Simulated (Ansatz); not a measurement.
Band structure of MgCd3 (P-6m2, 4 atoms in the cell).

```xyz
4
Lattice="3.1346 0.0000 0.0000 -1.5673 2.7146 0.0000 0.0000 0.0000 10.0384" Properties=species:S:1:pos:R:3 pbc="T T T"
Mg     0.0000     0.0000     5.0192
Cd     0.0000     0.0000     0.0000
Cd     1.5673     0.9049     7.5066
Cd     1.5673     0.9049     2.5318
```

Method: PBEsol, PAW files made with PBE (plane waves; Ansatz, a first-principles code).

Settings: kpoints.mp_grid.grid = 10 10 3; hamiltonian.xc = pbesol; hamiltonian.pseudopotentials = {kind: paw} (the program's default PAW files); scf.occupations.method = gaussian; scf.occupations.width = 0.05 eV; kpoints.band_path.npoints = 8.

The starting cell comes from a database of computed structures (which also holds hypothetical and non-ambient phases and stackings), without a prior relaxation at this level.

Levels in eV from the Fermi level, bands 32 to 39:
```
point     32     33     34     35     36     37     38     39
-----  -----  -----  -----  -----  -----  -----  -----  -----
Γ      -8.51  -7.20  -6.62  -2.33  -1.18   5.71   6.65  11.33
M      -2.88  -2.67  -1.83  -1.71  -0.85  -0.13   2.87   3.00
K      -1.28  -0.87  -0.60   0.04   0.37   0.37   1.15   1.22
A      -8.51  -8.01  -4.90  -4.60   1.73   2.16  10.12  11.44
L      -2.59  -2.43  -2.42  -2.27   0.27   0.99   1.05   1.51
H      -1.03  -0.80  -0.68  -0.21  -0.17  -0.04   1.91   2.43
```

Bands cross the Fermi level along this path, so the cell is metallic at this level.

Keys are those of Ansatz 0.2.
